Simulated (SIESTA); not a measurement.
# Worked example: self-consistent single point of Cd2SeS (P3m1, 4 atoms in the cell) in SIESTA

Computed with SIESTA with GGA PBEsol, numerical atomic orbitals DZP, PseudoDojo PBEsol standard norm-conserving potentials (rewritten from UPF to PSML).

Input as run:

```
# files in the folder: Cd.psml Se.psml S.psml (PseudoDojo PBEsol standard)
SystemName  Cd2SeS
SystemLabel cd2ses

NumberOfAtoms                4
NumberOfSpecies              3
%block ChemicalSpeciesLabel
  1 48 Cd
  2 34 Se
  3 16 S
%endblock ChemicalSpeciesLabel
LatticeConstant              4.297220 Ang
%block LatticeVectors
     1.000000000    0.000000000    0.000000000
    -0.500000000    0.866025477    0.000000000
     0.000000000    0.000000000    1.630628406
%endblock LatticeVectors
AtomicCoordinatesFormat      Ang
%block AtomicCoordinatesAndAtomicSpecies
     0.000000000    0.000000000    3.435124459  1
    -0.000002149    2.481002574    0.067549109  1
    -0.000002149    2.481002574    4.384736002  2
     0.000000000    0.000000000    0.857537342  3
%endblock AtomicCoordinatesAndAtomicSpecies

XC.functional                GGA
XC.authors                   PBEsol
PAO.BasisSize                DZP
PAO.EnergyShift              0.01 Ry
MeshCutoff                   300 Ry
%block kgrid.MonkhorstPack
    6   0   0  0.0
    0   6   0  0.0
    0   0   3  0.0
%endblock kgrid.MonkhorstPack
OccupationFunction           FD
ElectronicTemperature        10.0 meV

MaxSCFIterations             150
SCF.Mixer.Method             Broyden
SCF.Mixer.Weight             0.2
SCF.Mixer.History            8
SCF.DM.Tolerance             1.0E-04
Diag.ParallelOverK           true
WriteForces                  true
```

The program printed (abridged):

```
reinit: Reading from file input.fdf

reinit: System Name: Cd2SeS
reinit: System Label: cd2ses

coor:   Atomic-coordinates input format  =     Cartesian coordinates
coor:                                          (in Angstroms)

siesta: Atomic coordinates (Bohr) and species
siesta:      0.00000   0.00000   6.49144  1        1
siesta:     -0.00000   4.68842   0.12765  1        2
siesta:     -0.00000   4.68842   8.28595  2        3
siesta:      0.00000   0.00000   1.62051  3        4

siesta: System type = bulk

initatomlists: Number of atoms, orbitals, and projectors:      4    69    72

siesta: ******************** Simulation parameters ****************************
redata: Spin configuration                          = none
redata: Time-Reversal Symmetry                      = T
redata: Number of Atomic Species                    =        3
redata: Mesh Cutoff                                 =   300.0000 Ry
redata: Net charge of the system                    =     0.0000 |e|
redata: Min. number of SCF Iter                     =        0
redata: Max. number of SCF Iter                     =      150
redata: SCF convergence failure will abort job
redata: SCF mix quantity                            = Hamiltonian
redata: Mix DM or H after convergence               =   F
redata: Recompute H after scf cycle                 =   F
redata: Mix DM in first SCF step                    =   T
redata: No kicks to SCF
redata: DM Mixing Weight for Kicks                  =     0.5000
redata: Require Harris convergence for SCF          =   F
redata: Harris energy tolerance for SCF             =     0.000100 eV
redata: Require DM convergence for SCF              =   T
redata: DM tolerance for SCF                        =     0.000100
redata: Require EDM convergence for SCF             =   F
redata: EDM tolerance for SCF                       =     0.001000 eV
redata: Require H convergence for SCF               =   T
redata: Hamiltonian tolerance for SCF               =     0.001000 eV
redata: Require (free) Energy convergence for SCF   =   F
redata: (free) Energy tolerance for SCF             =     0.000100 eV
redata: Using DFT-D3 dispersion                     =   F
redata: Using Saved Data (generic)                  =   F
redata: Method of Calculation                       = Diagonalization
redata: Electronic Temperature                      =   116.0452 K
redata: Number of TDED substeps                     =        3
redata: Dynamics option                             = Single-point calculation
redata: Save all siesta data in one NC              =   F
redata: ***********************************************************************

%block SCF.Mixers
  Broyden
%endblock SCF.Mixers

%block SCF.Mixer.Broyden
  # Mixing method
  method broyden

  # Mixing options
  weight 0.2000
  weight.linear 0.2000
  weight.prime 0.2000
  history 8
%endblock SCF.Mixer.Broyden

DM_history_depth set to one: no extrapolation allowed by default for geometry relaxation
Size of DM history Fstack: 1
Total number of electrons:    62.000000
Total ionic charge:    62.000000

* ProcessorY, Blocksize:    1  64

* Orbital distribution balance (max,min):    69    69

k-point displ. along   1 input, could be:     0.00    0.50
k-point displ. along   2 input, could be:     0.00    0.50
 Kpoints in:           72 . Kpoints trimmed:           60

siesta: k-grid: Number of k-points = 60
siesta: k-points from Monkhorst-Pack grid
siesta: k-cutoff (effective) =    10.511 Ang
siesta: k-point supercell and displacements
siesta: k-grid:     6     0     0      0.000
siesta: k-grid:     0     6     0      0.000
siesta: k-grid:     0     0     3      0.000

diag: Algorithm                                     = D&C
diag: Parallel over k                               =   F
diag: Use parallel 2D distribution                  =   F
diag: Parallel block-size                           = 64
diag: Parallel distribution                         =     1 x     1
diag: Used triangular part                          = Lower
diag: Absolute tolerance                            =  0.100E-15
diag: Orthogonalization factor                      =  0.100E-05
diag: Memory factor                                 =  1.0000

superc: Internal auxiliary supercell:     3 x     5 x     3  =      45
superc: Number of atoms, orbitals, and projectors:    180   3105   3240

                        Single-point calculation

superc: Internal auxiliary supercell:     3 x     5 x     3  =      45
superc: Number of atoms, orbitals, and projectors:    180   3105   3240

outcell: Unit cell vectors (Ang):
        4.297220    0.000000    0.000000
       -2.148610    3.721502    0.000000
        0.000000    0.000000    7.007169

outcell: Cell vector modules (Ang)   :    4.297220    4.297220    7.007169
outcell: Cell angles (23,13,12) (deg):     90.0000     90.0000    120.0000
outcell: Cell volume (Ang**3)        :    112.0594
new_DM -- step:     1
Initializing Density Matrix...

Attempting to read DM from file... Failed...
DM filled with atomic data:

InitMesh: MESH = 40 x 40 x 80 = 128000
InitMesh: Mesh cutoff (required, used) =   300.000   319.290 Ry

stepf: Fermi-Dirac step function

        iscf     Eharris(eV)        E_KS(eV)     FreeEng(eV)     dDmax    Ef(eV) dHmax(eV)
   scf:    1   -13112.505875   -13122.201122   -13122.201122  1.412431 -3.435467 12.563933
   scf:    2   -13130.057930   -13126.585837   -13126.585837  0.217464 -3.823457  6.337242
   scf:    3   -13128.525476   -13127.912596   -13127.912596  0.210193 -3.537366  0.703146
   scf:    4   -13127.906570   -13127.918855   -13127.918855  0.041629 -3.819102  0.532411
   scf:    5   -13127.918553   -13127.926066   -13127.926066  0.033270 -3.659444  0.381135
   scf:    6   -13127.930819   -13127.929731   -13127.929731  0.014667 -3.773304  0.052972
   scf:    7   -13127.930001   -13127.929880   -13127.929880  0.002082 -3.773696  0.025861
   scf:    8   -13127.929917   -13127.929905   -13127.929905  0.001269 -3.769227  0.001330
   scf:    9   -13127.929905   -13127.929905   -13127.929905  0.000068 -3.769012  0.002712
   scf:   10   -13127.929905   -13127.929905   -13127.929905  0.000081 -3.769435  0.000943

SCF Convergence by DM+H criterion
max |DM_out - DM_in|         :     0.0000805832
max |H_out - H_in|      (eV) :     0.0009425033
SCF cycle converged after 10 iterations

Using DM_out to compute the final energy and forces

siesta: E_KS(eV) =           -13127.9299

siesta: E_KS - E_eggbox =    -13127.9299

siesta: Atomic forces (eV/Ang):
     1   -0.000011    0.000007   -0.137481
     2    0.000048   -0.000027    0.114463
     3   -0.000034    0.000018    0.073172
     4   -0.000035    0.000021   -0.047151
   Tot   -0.000032    0.000018    0.003002
   Max    0.137481
   Res    0.057431    sqrt( Sum f_i^2 / 3N )
   Max    0.137481    constrained

Stress tensor Voigt[x,y,z,yz,xz,xy] (kbar):       49.80       50.19       51.62       -0.00        0.00        0.34
(Free)E + p*V (eV/cell)   -13131.4645
Target enthalpy (eV/cell)   -13127.9299

siesta: Program's energy decomposition (eV):
siesta: Ebs     =     -2099.647429
siesta: Eions   =     17717.285201
siesta: Ena     =      2139.944923
siesta: Ekin    =      5598.605472
siesta: Enl     =     -1178.183929
siesta: Eso     =         0.000000
siesta: Edftu   =         0.000000
siesta: DEna    =        75.020527
siesta: DUscf   =         2.172650
siesta: DUext   =         0.000000
siesta: Ex      =     -1925.879072
siesta: Ec      =      -122.325275
siesta: Exc     =     -2048.204347
siesta: Eharris =    -13127.929905
siesta: Etot    =    -13127.929905
siesta: FreeEng =    -13127.929905

siesta: Atomic forces (eV/Ang):
siesta:      1   -0.000011    0.000007   -0.137481
siesta:      2    0.000048   -0.000027    0.114463
siesta:      3   -0.000034    0.000018    0.073172
siesta:      4   -0.000035    0.000021   -0.047151
siesta: ----------------------------------------
siesta:    Tot   -0.000032    0.000018    0.003002

siesta: Stress tensor (static) (eV/Ang**3):
siesta:     0.031081    0.000212    0.000000
siesta:     0.000212    0.031326   -0.000000
siesta:     0.000000   -0.000000    0.032219

siesta: Cell volume =        112.059437 Ang**3

siesta: Pressure (static):
siesta:                Solid            Molecule  Units
siesta:          -0.00034353         -0.00033735  Ry/Bohr**3
siesta:          -0.03154185         -0.03097448  eV/Ang**3
siesta:         -50.53560882        -49.62659042  kBar
```

The run converged in 10 iterations.

The starting cell comes from a database of computed structures (which also holds hypothetical and non-ambient phases and stackings), without a prior relaxation at this level. Its lattice was rescaled by a random factor within 2.5 % of one. Values carry the incompleteness of an atom-centred basis. With a pressure of about -5 GPa the cell is away from its equilibrium volume at this level.
